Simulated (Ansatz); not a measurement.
Input:

```
CELL_PARAMETERS angstrom
      2.75189     0.00000     0.00000
     -1.37595     2.38321     0.00000
      0.00000     0.00000     4.52887
ATOMIC_POSITIONS crystal
  Re 0.66667 0.33333 0.75000
  Re 0.33333 0.66667 0.25000
```

No spin polarisation.

The values are results of PBEsol (Ansatz, a quantum-chemistry and plane-wave program), no spin-orbit coupling, not measurements. Settings: 24×24×13 k-points, 0.1 eV Fermi–Dirac smearing.

Task: What is the computed stress (xx, yy, zz, yz, xz, xy; compression positive)?

Result: (-4.3, -4.3, -13.2, 0.0, 0.0, 0.0) GPa.

Task: Estimate the band gap.

Result: Zero.

Task: Predict the space group.

Result: P6_3/mmc (No. 194).

The cells carry an imposed strain or load. Whether these cells are dynamically stable was not tested. All final runs are without spin polarisation. The cell was made from Re in the hcp (Mg type) structure (space group P6_3/mmc, No. 194) by this change: uniaxial strain ε_zz = +2.00 %.
